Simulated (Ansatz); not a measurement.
Cost and result by functional for the surface energy of the (320) surface of beta tin in its 1x1 cell, outermost plane spacing 0.82 Å in the ideal cut, in Ansatz (plane waves, PAW). Single points on the PBE structure, on one kind of machine; costs are rough ratios of the slab run's core time (references not counted) to the cheapest single point. r2SCAN's cost holds its higher cutoff (500 against 420 eV). Differences are taken against r2SCAN for comparison alone: no measured value is at hand, so the table doesn't rank accuracy.

Model: 26-atom slab, 9.9 Å thick at the start (thin: gaps and levels are the slab's own), 12x2x1 mesh, Fermi-Dirac 0.1 eV, dipole correction, all atoms relaxed; symmetry of the start imposed; no spin, no spin-orbit, no U. These notes are the PBE run's.

```csv
functional,relative cost,surface energy (J/m²),less r2SCAN (J/m²)
PBEsol,1,0.55,0.06
LDA,1,0.61,0.12
RPBE,1,0.30,-0.18
r2SCAN,2,0.48,0.00
PBE (the relaxed run's value),–,0.41,-0.07
```

The values span 0.31 J/m², while the single points' costs differ by a factor of roughly 2. Differences are of unrounded values.

Ansatz is an electronic-structure program.
